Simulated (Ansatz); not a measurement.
Consider Re in the hcp (Mg type) structure (space group P6_3/mmc, No. 194; a = 2.7751 Å, c = 4.4830 Å).

(Cell as relaxed with PBE.)

Levels (all Ansatz, a program for electronic structure, PAW): PBE (420 eV, no spin-orbit coupling); PBEsol (420 eV, no SOC).

Each level relaxes its own structure.

```
base                        PBE      PBEsol
-------------------  ----------  ----------
volume per atom        14.95 Å³    14.55 Å³
lattice parameter a  5.244 bohr  5.198 bohr
band gap                   zero        zero
```

The change: a hydrostatic pressure of 7 GPa.

```json
[
 {"quantity": "c/a ratio", "PBE": "1.615", "PBEsol": "1.615"},
 {"quantity": "lattice parameter a", "PBE": "5.212 bohr", "PBEsol": "5.168 bohr"}
]
```

PBE's lattice parameter a lies 0.044 bohr above PBEsol's (0.8 %); the two agree on the c/a ratio. Neither level is exact; PBEsol is the comparison here, not a measurement.

Load acts through the strain it causes; cell and atoms are relaxed under it. Whether these cells are dynamically stable was not tested. No other phases were tried under pressure. The final runs are not spin-polarised.
